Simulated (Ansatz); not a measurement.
The parent structure is Cu in the fcc (Cu type) structure (space group Fm-3m, No. 225; a = 3.5768 Å).

Computed with r2SCAN, PAW, 500 eV (Ansatz, a first-principles code; no spin-orbit coupling).

Base values:

| Quantity | Value |
|---|---|
| Density | 9.22 g/cm³ |

The change: Al takes the place of Cu on all its sites; the structure is relaxed again.

Tabulated Pauling electronegativity and covalent radius: Cu 1.90, 1.32 Å; Al 1.61, 1.21 Å.

Problem. Predict the new density.

Solution. The density decreases by 6.407 g/cm³, from 9.22 g/cm³ to 2.82 g/cm³.

Stability against distortions was not tested. All final runs are without spin polarisation.
